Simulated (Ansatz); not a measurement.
Input:

```xyz
2
Lattice="2.7750 0.0000 0.0000 1.3875 2.4032 0.0000 1.3875 -0.8011 2.3329" Properties=species:S:1:pos:R:3 pbc="T T T"
Li     0.0000     0.0000     0.0000
F      1.3875     0.8011     1.1664
```

No spin polarisation.

The values are results of Ansatz (an electronic-structure program) PBEsol, spin-orbit coupling left out, not measurements. k-mesh 14×14×14 (Γ-centred); smearing 0.05 eV (Fermi–Dirac).

Q: Predict the in-plane stress and space group.

A: 
- Mean in-plane stress (compression positive): +3.9 GPa
- Space group: R-3m (No. 166)

The cells carry an imposed strain or load. Whether these cells are dynamically stable was not tested. The cell was made from LiF in the rock salt structure (space group Fm-3m, No. 225) by this change: biaxial strain −2.08 %, plane normal [111], relaxed out of plane.
